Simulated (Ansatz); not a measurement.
Input and output of a relaxation of cell and atoms for ZnNi (Pm-3m, 2 atoms in the cell) (Ansatz, a program for electronic structure).

Computed with PBEsol, default PAW files made with PBE (plane waves; Ansatz).

The change in words: atoms on their sites; basis.ecutwfc: 30.9 Ry → 37.1 Ry; relax: default → cell and atoms. Reference geometry:
```
ZnNi
1.0
    2.88046     0.00000     0.00000
    0.00000     2.88046     0.00000
    0.00000     0.00000     2.88046
Zn Ni
1 1
Direct
  0.50000   0.50000   0.51736
  0.00000   0.00000   0.00000
```

Reference input (self-consistent single point, DFT, PBEsol, plane waves, default PAW files made with PBE): basis.ecutwfc = 30.9 Ry; kpoints.mp_grid.grid = 11 11 11; hamiltonian.xc = pbesol; hamiltonian.pseudopotentials = {kind: paw} (the program's default PAW files); scf.occupations.method = gaussian; scf.occupations.width = 0.0073 Ry. This run's input differs from it in these lines:

Ansatz 0.2 input:
```diff
@@ -7,6 +7,6 @@
   atoms:
-    - { symbol: Zn, position: [0.50000000, 0.50000000, 0.51735800] }
+    - { symbol: Zn, position: [0.50000000, 0.50000000, 0.50000000] }
     - { symbol: Ni, position: [0.00000000, 0.00000000, 0.00000000] }
 basis:
-  ecutwfc: 30.9 Ry
+  ecutwfc: 37.1 Ry
 kpoints:
@@ -22,2 +22,4 @@
     width: 0.0073 Ry
+relax:
+  cell: {}
 output:
```

The program printed (abridged):

```
   [... SCF lines of the steps left out ...]
relax step   1: F+E_penalty+E_count = -9086.38095765 eV  Δ(F+E_penalty+E_count) = +0.000e0 eV  max|allowed force component| = 1.249e-29 eV/Å  Δτ_max = 0.0000 Å  P = -6.365 GPa  Ω = 23.899 Å³  (6 SCF iters, dr2 threshold 1.00e-7 eV, accepted)
relax step   2: F+E_penalty+E_count = -9086.39717226 eV  Δ(F+E_penalty+E_count) = -1.621e-2 eV  max|allowed force component| = 2.761e-30 eV/Å  Δτ_max = 0.0000 Å  P = -2.858 GPa  Ω = 23.345 Å³  energy of the carried Pulay correction = +1.226e-4 eV  [...]
relax step   3: F+E_penalty+E_count = -9086.40087004 eV  Δ(F+E_penalty+E_count) = -3.698e-3 eV  max|allowed force component| = 2.712e-30 eV/Å  Δτ_max = 0.0000 Å  P = +0.249 GPa  Ω = 22.913 Å³  energy of the carried Pulay correction = +2.204e-4 eV  [...]
relax step   4: F+E_penalty+E_count = -9086.40088781 eV  Δ(F+E_penalty+E_count) = -1.777e-5 eV  max|allowed force component| = 1.643e-30 eV/Å  Δτ_max = 0.0000 Å  P = -0.008 GPa  Ω = 22.947 Å³  energy of the carried Pulay correction = +2.126e-4 eV  [...]
relax step   5: F+E_penalty+E_count = -9086.40069854 eV  Δ(F+E_penalty+E_count) = +1.893e-4 eV  max|allowed force component| = 2.153e-30 eV/Å  Δτ_max = 0.0000 Å  P = -0.017 GPa  Ω = 22.947 Å³  stress off target by 1.71e-2 GPa  SCF on the basis [...]
basis re-selected at this cell: Δ(F+E_penalty+E_count) = +1.893e-4 eV, ΔP = -0.009 GPa vs the last step
the relaxation is at rest under the 48 symmetry operations that the run kept from its start: a minimum is not shown …
Free energy (F): -9086.400699 eV
Internal energy: -9086.393018 eV  (E = F + TS)
E sigma→0 (E₀):  -9086.396858 eV
Entropy (-TS):   -0.007681 eV (-3.840 meV/atom)
Fermi energy:    15.848665 eV
--- Forces (eV/Å), atoms counted from 1 ---
  atom   1  Zn    -0.00000000     0.00000000    -0.00000000
   [... lines left out ...]
to start a new deck from the relaxed geometry:
  cell:  # Å, volume = 22.9466 Å³
    - [2.841664746564458, -3.2500067811534605e-34, -1.925929944387236e-34]
    - [-3.8919834292825385e-34, 2.841664746564458, 0.0]
    - [-1.925929944387236e-34, 0.0, 2.841664746564458]
  atoms:
    - { symbol: Zn, position: [0.5, 0.5, 0.5] }
    - { symbol: Ni, position: [2.785909106147443e-36, 3.48238638277932e-37, -3.4823863827064742e-37] }
```

The run converged.  The full log also holds: “iter 5 did not close the SCF: its close was put off for the readings that it lacked (scf_convergence_deferred on its scf_iter line)”. The full log also holds: “iter 5 did not close the SCF: its close was put off for the readings that it lacked (scf_convergence_deferred on its scf_iter line)”.

Summary of the result:
Free energy E − TS (on the zero of these files): -9086.4007 eV
Fermi level (on the code's own zero): 15.85 eV
Pressure: -0.02 GPa
Final cell: a = 2.8417 Å, b = 2.8417 Å, c = 2.8417 Å, α = 90.00°, β = 90.00°, γ = 90.00°
Final volume per atom: 11.47 Å³
Relaxation steps: 5

The starting cell comes from a database of computed structures (which also holds hypothetical and non-ambient phases and stackings), without a prior relaxation at this level. Its lattice was rescaled by up to half a per cent. Spin polarisation is off. The relaxation keeps the symmetry of its start, so its end need not be a minimum. Ansatz's pressure includes its estimate of the finite-basis (Pulay) stress.
